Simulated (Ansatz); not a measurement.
LaGaO3 (Imma, No. 74, 10 atoms in the cell; start mp-556983; a measured phase of this formula has another space group), treated with PBEsol (PAW; Ansatz, a quantum-chemistry and plane-wave program).

Numerical settings: plane-wave cutoff 520 eV, 8×8×8 k mesh, Fermi–Dirac smearing 0.01 eV, scalar-relativistic PAW data made under PBE.

Cell (relaxed at this level):

```cif
data_Ga4La4O12
_chemical_formula_sum 'La4 Ga4 O12'
_space_group_name_H-M_alt 'Imma'
_space_group_IT_number 74
_space_group_name_Hall '-I 2b 2'
_cell_length_a 5.46625
_cell_length_b 7.73400
_cell_length_c 5.53083
_cell_angle_alpha 90.000
_cell_angle_beta 90.000
_cell_angle_gamma 90.000
loop_
_atom_site_label
_atom_site_type_symbol
_atom_site_symmetry_multiplicity
_atom_site_Wyckoff_symbol
_atom_site_fract_x
_atom_site_fract_y
_atom_site_fract_z
_atom_site_occupancy
La1 La 4 e 0.00000 0.75000 0.00706 1
Ga1 Ga 4 b 0.00000 0.00000 0.50000 1
O1 O 8 g 0.25000 0.54281 0.25000 1
O2 O 4 e 0.00000 0.25000 0.42224 1
```
(The calculation used a cell of 10 atoms; values per cell refer to that cell.)

Q: Estimate the band gap that the calculation returns.

A: 
* **band gap**: 3.48 eV (on the SCF k mesh)

Note: the relaxation could not lower the start's symmetry, so the cell can be a saddle point above a distorted one.

Spin–orbit coupling is not included.

The result took very roughly 3 core-minutes.

A start named mp-… is a Materials Project structure, which need not be a measured phase.
